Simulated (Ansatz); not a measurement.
A self-consistent single point of PbAu₃ (Fm-3m, 4 atoms in the cell) with Ansatz (a first-principles code).

Computed with LDA (PW92), default PAW files made with PBE (plane waves; Ansatz).

```yaml
crystal:
  lattice:
    - [0.00000, 3.48199, 3.48199]
    - [3.48199, 0.00000, 3.48199]
    - [3.48199, 3.48199, 0.00000]
  atoms:
    - { symbol: Pb, position: [0.50000, 0.50000, 0.50000] }
    - { symbol: Au, position: [0.75000, 0.75000, 0.75000] }
    - { symbol: Au, position: [0.25000, 0.25000, 0.25000] }
    - { symbol: Au, position: [0.00000, 0.00000, 0.00000] }
```

Reference input (self-consistent single point, DFT, r2SCAN, plane waves, default PAW files made with PBE): kpoints.mp_grid.grid = 7 7 7; hamiltonian.xc = r2scan; hamiltonian.pseudopotentials = {kind: paw} (the program's default PAW files); scf.occupations.method = gaussian; scf.occupations.width = 0.2 eV. This run's input differs from it in these lines:

Ansatz 0.2 input:
```diff
@@ -14,3 +14,3 @@
 hamiltonian:
-  xc: r2scan
+  xc: lda
   pseudopotentials: { kind: paw }
```

Output, abridged:

```
SCF iter   1: F=—  HF=-50196.695584 eV  |F-HF|=—  |Δ(HF+E_count)|=         —  Δρ=6.58e-3  dr2=3.11e-2  ethr=1.77e-3  ⟨swp⟩=7.1  Hψ=3236  notcnv=0  defer=1
all-band conjugate gradients solve this SCF's bands
preconditioner: auto → Resta (q_TF=auto, 2.651 Å⁻¹)
SCF iter   2: F=—  HF=-50196.689602 eV  |F-HF|=—  |Δ(HF+E_count)|=   5.98e-3  Δρ=2.79e-3  dr2=3.31e-3  ethr=4.39e-5  ⟨swp⟩=2.2  Hψ=1315  notcnv=0  defer=1
SCF iter   3: F=—  HF=-50196.688500 eV  |F-HF|=—  |Δ(HF+E_count)|=   1.10e-3  Δρ=7.36e-4  dr2=1.92e-4  ethr=4.66e-6  ⟨swp⟩=2.8  Hψ=1403  notcnv=0  defer=1
SCF iter   4: F=—  HF=-50196.688438 eV  |F-HF|=—  |Δ(HF+E_count)|=   6.22e-5  Δρ=9.99e-5  dr2=6.41e-6  ethr=2.70e-7  ⟨swp⟩=2.2  Hψ=1516  notcnv=0  defer=1
SCF iter   5: F=—  HF=-50196.688436 eV  |F-HF|=—  |Δ(HF+E_count)|=   1.82e-6  Δρ=3.72e-5  dr2=1.44e-6  ethr=9.03e-9  ⟨swp⟩=2.0  Hψ=1490  notcnv=0  defer=1
SCF iter   6: F=-50196.688436 eV  HF=-50196.688436 eV  |F-HF|=1.40e-8  |Δ(HF+E_count)|=   2.93e-7  Δρ=8.33e-6  dr2=4.76e-8  ethr=1.41e-10  ⟨swp⟩=8.6  Hψ=4515  notcnv=0
SCF 1 converged in 6 iterations: F = -50196.688436 eV  dr2 = 4.76e-8
Free energy (F): -50196.688436 eV
Internal energy: -50196.666907 eV  (E = F + TS)
E sigma→0 (E₀):  -50196.677672 eV
Entropy (-TS):   -0.021529 eV (-5.382 meV/atom)
Fermi energy:    15.722935 eV
--- Forces (eV/Å), atoms counted from 1 ---
  atom   1  Pb     0.00000000    -0.00000000    -0.00000000
   [... zero for the other atoms too ...]
--- Stress (GPa, compression-positive) ---
       -9.799593       0.000000       0.000000
       -0.000000      -9.799593       0.000000
       -0.000000      -0.000000      -9.799593
  P = ⅓ Tr σ = -9.7996 GPa (-97.996 kbar)
  The stress holds the Pulay correction. Without it, at fixed plane waves, as pw.x and ABINIT print it: P = -9.8277 GPa
```

The run converged in 6 iterations. Against the reference run the pressure goes from -3.29 to -9.80 GPa. The full log also holds: “WARN basis.ecutwfc = 420 eV, the default”.

The starting cell comes from a database of computed structures (which also holds hypothetical and non-ambient phases and stackings), without a prior relaxation at this level. With a pressure of about -10 GPa the cell is away from its equilibrium volume at this level. Ansatz's pressure includes its estimate of the finite-basis (Pulay) stress.
